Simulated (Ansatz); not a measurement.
# Hypothetical diamond B: pressure series

The reference is B in the diamond structure (space group Fd-3m, No. 227; a hypothetical phase, not in the database extracts checked).

```cif
data_B2
_chemical_formula_sum 'B2'
_space_group_name_H-M_alt 'P 1'
_space_group_IT_number 1
_cell_length_a 2.85131
_cell_length_b 2.85131
_cell_length_c 2.85131
_cell_angle_alpha 60.000
_cell_angle_beta 60.000
_cell_angle_gamma 60.000
loop_
_space_group_symop_operation_xyz
  'x, y, z'
loop_
_atom_site_label
_atom_site_type_symbol
_atom_site_fract_x
_atom_site_fract_y
_atom_site_fract_z
_atom_site_occupancy
B1 B 0.25000 0.25000 0.25000 1
B2 B 0.00000 0.00000 0.00000 1
```

Cell and atoms are relaxed at each pressure.

The values are results of PBEsol (Ansatz, an electronic-structure program; PAW; 420 eV plane waves; spin-orbit coupling left out), not measurements.

| P (GPa) | V (Å³/atom) |
|---|---|
| -1.98 | 8.287 |
| -0.98 | 8.240 |
| 0.30 | 8.182 |
| 0.69 | 8.164 |
| 1.49 | 8.130 |
| 2.99 | 8.066 |
| 4.98 | 7.984 |
| 7.48 | 7.887 |
| 9.98 | 7.795 |

Question: Fit a third-order Birch–Murnaghan equation of state.

Answer: Least squares on P(V) = (3B₀/2)[(V₀/V)^(7/3) − (V₀/V)^(5/3)]·[1 + (3/4)(B₀′ − 4)((V₀/V)^(2/3) − 1)] gives V₀ = 8.20 Å³/atom, B₀ = 183 GPa and B₀′ = 3.5.

Load acts through the strain it causes; cell and atoms are relaxed under it. Stability against distortions was not tested. Competing high-pressure phases were not computed.
